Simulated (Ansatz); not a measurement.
Cost and result by functional for the surface energy of the (211) surface of bcc Li in its 1x1 cell, outermost plane spacing 1.40 Å in the ideal cut, in Ansatz (plane waves, PAW). Single points on the PBE structure, on one kind of machine; costs are rough ratios of the slab run's core time (references not counted) to the cheapest single point. r2SCAN's cost holds its higher cutoff (500 against 420 eV). Differences are taken against r2SCAN for comparison alone: no measured value is at hand, so the table doesn't rank accuracy.

Model: 8-atom slab, 9.8 Å thick at the start (thin: gaps and levels are the slab's own), 13x8x1 mesh, Fermi-Dirac 0.1 eV, dipole correction, all atoms relaxed; held to the start's symmetry, so lower structures may exist; no spin, no spin-orbit, no U. These notes are the PBE run's.

```tsv
functional	relative cost	surface energy (J/m²)	less r2SCAN (J/m²)
PBEsol	1	0.56	0.01
LDA	1	0.57	0.02
RPBE	1	0.50	-0.05
r2SCAN	2	0.55	0.00
PBE (the relaxed run's value)	–	0.53	-0.02
```

The values span 0.07 J/m², while the single points' costs differ by a factor of roughly 2. Differences are of unrounded values.

Ansatz is a program for electronic structure.
